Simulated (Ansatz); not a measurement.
System: rock-salt LaS. Method: r²SCAN-D4 (plane waves, PAW; Ansatz, an electronic-structure program).

Run with plane-wave cutoff 560 eV, 16×16×16 k mesh, Fermi–Dirac smearing 0.05 eV, scalar-relativistic PAW data made under PBE.

Cell (relaxed at this level):

```
CELL_PARAMETERS angstrom
      0.00000     2.93532     2.93532
      2.93532     0.00000     2.93532
      2.93532     2.93532     0.00000
ATOMIC_POSITIONS crystal
  La 0.00000 0.00000 0.00000
  S  0.50000 0.50000 0.50000
```

### Question
Give the computed bulk modulus and pressure derivative B′ of the bulk modulus.

### Answer

* **bulk modulus**: 86.0 GPa
* **pressure derivative B′ of the bulk modulus**: 4.5

The run finds no gap.

Note: the relaxation could not lower the start's symmetry, so the cell can be a saddle point above a distorted one.

Spin–orbit coupling is not included; it can open a gap where bands touch, and shift volumes and moduli.

The computed numbers hold no vibrational or temperature effects.
